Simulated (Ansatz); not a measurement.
**Bulk modulus B0 of Sc₄N₃O (model structure, Pm-3m, No. 221, 8 atoms in the cell) at several levels of theory**

No measured value is used here.

```csv
level (code),value (GPa),cell (Å³/atom)
LDA (Ansatz),228,10.69
PBE (Ansatz),196,11.34
PBEsol (Ansatz),212,10.99
r²SCAN (Ansatz),210,11.22
```

LDA, PBE, PBEsol, r²SCAN: the bulk modulus is −V dP/dV from two relaxed cells at ±2 % in volume. Each level is taken at its own relaxed cell. Cutoffs differ between the levels. Ansatz's density-functional and Hartree–Fock values are scalar-relativistic unless marked +SOC, with PAW data made under PBE.

A model structure was made by putting elements into a prototype or built by hand; it is no filed structure, need not be a known phase, and can be a saddle point held by its symmetry.

Ansatz is a quantum-chemistry and plane-wave program.
